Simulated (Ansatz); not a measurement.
The starting structures come from a database of crystals and need not be the phases stable at ambient conditions.

 Where the default PAW files enter, the runs use the earlier of Ansatz's two default sets.

By PBEsol, the system below comes out a metal.

A figure of merit of an interconnect metal is its ballistic conductance per area.

Input:

```xyz
1
Lattice="3.9508 0.0000 0.0000 -1.9754 3.4215 0.0000 1.9754 1.1405 1.6129" Properties=species:S:1:pos:R:3 pbc="T T T"
Se     0.0000     0.0000     0.0000
```

Space group of this cell: Pm-3m, simple cubic. The cell was relaxed by PBE-D3(BJ); by PBEsol its mean pressure is -0.7 GPa.

The current flows along the normal of the first two printed cell vectors, the (111) plane of the conventional cell. No spin-orbit coupling; the value is a mean over 0.1 eV about the Fermi level.

Q: State the ballistic conductance per area according to PBEsol (Ansatz, a program for electronic structure).

A: 1.7 × 10¹⁵ S/m² for both spins.
